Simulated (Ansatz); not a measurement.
**GaN: thickness series**

The reference is GaN in the zinc blende structure (space group F-43m, No. 216; a = 4.498 Å). Axes: x, y, z lie along the cube axes.

Free-standing slabs (2 atom(s) a layer) normal to [110] with 15 Å of vacuum; in-plane cell held at bulk.

All numbers come from Ansatz (a first-principles code) PBEsol, without spin-orbit coupling.

Notes on the quantities. excess energy per area of both faces: slab less bulk energy over the cell's area: twice a surface energy.

```csv
variant,shortest interatomic distance,band gap,excess energy per area of both faces,smallest direct gap,gap character
base,1.948 Å,1.70 eV,–,1.70 eV,–
1 layer,1.705 Å,1.62 eV,–,1.97 eV,"indirect, U → Γ"
2 layers,1.832 Å,2.28 eV,3.05 J/m²,2.52 eV,"indirect, k = (0.100, 0.429, 0) in the run's primitive reciprocal basis → Γ"
3 layers,1.845 Å,1.29 eV,4.03 J/m²,1.74 eV,"indirect, Z → Γ"
4 layers,1.846 Å,1.64 eV,3.83 J/m²,1.79 eV,"indirect, Γ–Z (60 % along) → Γ"
5 layers,1.844 Å,1.53 eV,3.90 J/m²,1.66 eV,"indirect, Γ–Z (40 % along) → Γ"
6 layers,1.844 Å,1.59 eV,3.88 J/m²,1.66 eV,"indirect, Γ–Z (40 % along) → Γ"
7 layers,1.844 Å,1.55 eV,3.89 J/m²,1.59 eV,"indirect, k = (0, 0.143, 0) in the run's primitive reciprocal basis → Γ"
```

The excess energy carries the mismatch between the slab's and the bulk's meshes. Stability against distortions was not tested. This is not the structure that GaN has at room temperature and ambient pressure. k-point labels follow each cell's own Brillouin zone.
